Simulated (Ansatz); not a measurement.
# Response to strain in BAs

Consider BAs in the zinc blende structure (space group F-43m, No. 216; a = 4.768 Å). Axes: x, y, z lie along the cube axes.

Strains are applied to the cell and any free atomic positions relax; under biaxial strain the out-of-plane vector relaxes too.

The values are results of PBEsol/PAW in Ansatz (an electronic-structure program), without spin-orbit coupling, not measurements.

```tsv
biaxial strain, plane normal [001], relaxed out of plane (%)	out-of-plane strain (%)
-3	1.54
-2.5	1.28
-2	1.03
-1.5	0.77
-1	?
-0.5	0.26
0	0.00
```

Task: Fit ε⊥ = −νε + γε² (strains in %) to the rows shown and predict the withheld row.

Result: Least squares on the printed values gives ν = 0.52 (the biaxial Poisson response) and γ = -0.001 (largest residual 0.00 %); this predicts 0.51 %, and the run gives 0.52 %, in agreement.

Stability against distortions was not tested.
